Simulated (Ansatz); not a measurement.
# Input and output of a self-consistent single point for Tc (P-3m1, 2 atoms in the cell) (Ansatz)

Level of theory: PBEsol, default PAW files made with PBE (plane waves; Ansatz, a quantum-chemistry and plane-wave program).

Input:

Ansatz 0.2 input:
```yaml
crystal:
  lattice:
    - [1.36315000, -2.36104500, 0.00000000]
    - [1.36315000, 2.36104500, 0.00000000]
    - [0.00000000, 0.00000000, 4.36805000]
  atoms:
    - { symbol: Tc, position_ang: [1.36315000, 0.78701657, 1.14201357] }
    - { symbol: Tc, position_ang: [1.36315000, -0.78701657, 3.27603750] }
basis:
  ecutwfc: 500.0
kpoints:
  mp_grid: { grid: [14, 14, 8] }
hamiltonian:
  xc: pbesol
  pseudopotentials: { kind: paw }
scf:
  occupations: { method: gaussian, width: 0.1 }
output:
  forces: true
  eigenvalues: true
  stress: true
```

Output, abridged:

```
WARN the atoms were moved onto the symmetric positions of the space group found under crystal.symmetry.tolerance 1.0e-5 (fractional …
WARN ansatz: RAYON_NUM_THREADS=1 ignored (pool sized by the plan → 1); use --threads N
Pseudopotentials: kind: paw
Pseudopotential: Tc, paw, valence charge 15
Crystal: 2 atoms, lattice volume = 28.117 Å³
Basis set: ecut = 500 eV, 699 PW (Γ), exchange–correlation on 40×40×64 points (8 copies of the dense FFT grid, shifted against one another)
Bands: 19, of which v1, the nominal top of the filled ones, is band 15 counted from 1 (14 counted from 0)
Symmetry: 12 space group operations
Space group: P-3m1 (ITA 164), of the structure as read, at distance tolerance 3.0e-5 Å
k-points: 168 of 1568
PAW frozen core: Tc, regenerated for the run's functional, and the local potential with it
Initial density: superposition of atomic densities (chi_scale 0.1, normalization cell)
Initial wavefunctions: pseudopotential atomic-orbital guess
Eigensolver: davidson
Functional: x = pbesol(κ = 0.804, μ = 0.12345679012345678), c = pbesol(β = 0.046)
SCF iter   1: F=—  HF=-10675.759998 eV  |F-HF|=—  |Δ(HF+E_count)|=         —  Δρ=6.18e-2  dr2=1.06e0  ethr=3.10e-3  ⟨swp⟩=5.0  Hψ=12659  notcnv=0
all-band conjugate gradients solve this SCF's bands
preconditioner: auto → none
SCF iter   2: F=—  HF=-10675.473097 eV  |F-HF|=—  |Δ(HF+E_count)|=   2.87e-1  Δρ=3.20e-2  dr2=2.82e-1  ethr=3.10e-3  ⟨swp⟩=2.2  Hψ=5330  notcnv=0  defer=15
SCF iter   3: F=—  HF=-10675.377465 eV  |F-HF|=—  |Δ(HF+E_count)|=   9.56e-2  Δρ=3.56e-3  dr2=9.05e-3  ethr=9.39e-4  ⟨swp⟩=3.0  Hψ=6293  notcnv=0  defer=15
SCF iter   4: F=—  HF=-10675.378183 eV  |F-HF|=—  |Δ(HF+E_count)|=   7.18e-4  Δρ=3.33e-3  dr2=1.13e-2  ethr=3.02e-5  ⟨swp⟩=2.2  Hψ=5669  notcnv=0  defer=15
SCF iter   5: F=—  HF=-10675.375330 eV  |F-HF|=—  |Δ(HF+E_count)|=   2.85e-3  Δρ=8.36e-5  dr2=1.15e-6  ethr=3.02e-5  ⟨swp⟩=2.0  Hψ=4501  notcnv=0  defer=15
SCF iter   6: F=—  HF=-10675.375333 eV  |F-HF|=—  |Δ(HF+E_count)|=   2.19e-6  Δρ=1.76e-5  dr2=3.58e-8  ethr=3.33e-10  ⟨swp⟩=7.5  Hψ=16171  notcnv=0
SCF iter   7: F=-10675.375333 eV  HF=-10675.375333 eV  |F-HF|=2.20e-10  |Δ(HF+E_count)|=   6.26e-9  Δρ=4.13e-6  dr2=1.70e-9  ethr=1.19e-10  ⟨swp⟩=1.9  Hψ=10842  notcnv=0
SCF 1 converged in 7 iterations: F = -10675.375333 eV  dr2 = 1.70e-9
SCF converged after 7 iterations
Free energy (F): -10675.375333 eV
Harris-Foulkes:  -10675.375333 eV  (|F-HF|=2.20e-10)
Internal energy: -10675.364840 eV  (E = F + TS)
E sigma→0 (E₀):  -10675.370086 eV
Entropy (-TS):   -0.010492 eV (-5.246 meV/atom)
Fermi energy:    22.667854 eV
--- Per-component energies (eV) ---
  E_band       = -86.776408
  E_kinetic    = 1247.614667
  E_local      = -2340.801670  (includes V_loc(G=0)·N_el)
  E_nonlocal   = 577.304685
  E_hartree    = 630.923820
  E_xc         = -476.298670
  E_vxc        = -588.777706  (∫ρ·V_xc dr)
  E_paw        = -6439.276306  (= ΣΔE_a)
  E_vpaw       = -243.962868  (= ΣTr[D̂ρ^β])
  E_aug_tail   = -0.000027  (compensation charges beyond the density's cutoff)
  E_ewald      = -3875.285027
  E_core_change = 0.453689  (= ΣΔE_core)
  E_smearing   = -0.010492  (= −TS)
  E_closure    = -0.000000  (closes the sum)
  Σ components = -10675.375333   (vs F -10675.375333, Δ=0.00e0)
--- Forces (eV/Å), atoms counted from 1 ---
  atom   1  Tc    -0.00000000     0.00000000    -0.09379963
  atom   2  Tc     0.00000000    -0.00000000     0.09379963
  max |Σ_I F_I| component: 6.94e-18 eV/Å
--- Stress (GPa, compression-positive) ---
       -0.908956       0.000000       0.000000
        0.000000      -0.908956       0.000000
        0.000000      -0.000000      -1.084451
  P = ⅓ Tr σ = -0.9675 GPa (-9.675 kbar)
  The stress holds the Pulay correction. Without it, at fixed plane waves, as pw.x and ABINIT print it: P = -0.9858 GPa
--- Band table (eV; the first three rows and the last of 168) ---
  k-point 0: bands = ["-44.0264", "-43.7606", "-16.7165", "-15.5321", "-15.5321", "-15.3295", "-15.3295", "-15.2828", "15.2655", "17.1213", "21.0805", "21.0805", "21.1762", "21.8054", "21.8054", "22.5815", "22.5815", "24.4201", "25.3173"]
  k-point 1: bands = ["-44.0169", "-43.7706", "-16.6657", "-15.5247", "-15.5247", "-15.3400", "-15.3370", "-15.3370", "15.4413", "17.1765", "20.9918", "20.9918", "21.0798", "21.7077", "21.7077", "22.8105", "22.8105", "23.9114", "25.3310"]
  k-point 2: bands = ["-43.9897", "-43.7988", "-16.5203", "-15.5039", "-15.5039", "-15.5007", "-15.3582", "-15.3582", "15.9340", "17.3097", "20.8377", "20.8642", "20.8642", "21.4579", "21.4579", "22.7608", "23.3536", "23.3536", "25.2964"]
  k-point 167: bands = ["-43.7278", "-43.7240", "-16.4451", "-16.4420", "-16.1314", "-16.0603", "-15.5400", "-15.5332", "18.5708", "18.6289", "19.3052", "19.5810", "20.8357", "20.8868", "22.4794", "22.8165", "25.4111", "25.4286", "31.7423"]
```

The run converged in 7 iterations.

The starting cell has typed, rounded lattice constants, without a prior relaxation at this level. Its lattice was rescaled by up to half a per cent. One atom was moved a little off its site on purpose. Spin polarisation is off. Ansatz's pressure includes its estimate of the finite-basis (Pulay) stress.
